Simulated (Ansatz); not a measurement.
## Au, response to strain

Consider Au in the fcc (Cu type) structure (space group Fm-3m, No. 225; a = 4.048 Å; relaxed with 0.1 eV smearing). Axes: x, y, z lie along the cube axes.

Strains are applied to the cell and any free atomic positions relax.

Method: LDA (Ansatz, a first-principles code), no spin-orbit coupling.

Notes on the quantities. energy relative to the base: free energy F; pressure: mean of the normal stresses, compression positive.

| case | energy relative to the base | shortest interatomic distance | pressure |
|---|---|---|---|
| base | 0 meV/atom | 2.862 Å | 0.0 GPa |
| tensor shear ε_xy = +1.71 % | +2.3 meV/atom | 2.813 Å | 0.2 GPa |
| tensor shear ε_xy = +0.57 % | +0.3 meV/atom | 2.846 Å | 0.0 GPa |
| tensor shear ε_xy = +1.14 % | ___ | ___ | 0.1 GPa |
| tensor shear ε_xy = +0.29 % | +0.1 meV/atom | 2.854 Å | 0.0 GPa |
| tensor shear ε_xy = +0.86 % | +0.6 meV/atom | 2.838 Å | 0.1 GPa |
| tensor shear ε_xy = +2.00 % | +3.1 meV/atom | ___ | 0.3 GPa |
| tensor shear ε_xy = +1.43 % | +1.6 meV/atom | 2.821 Å | 0.2 GPa |

Complete the table.


- tensor shear ε_xy = +1.14 %, energy relative to the base: +1.1 meV/atom
- tensor shear ε_xy = +1.14 %, shortest interatomic distance: 2.830 Å
- tensor shear ε_xy = +2.00 %, shortest interatomic distance: 2.805 Å

Whether these cells are dynamically stable was not tested.
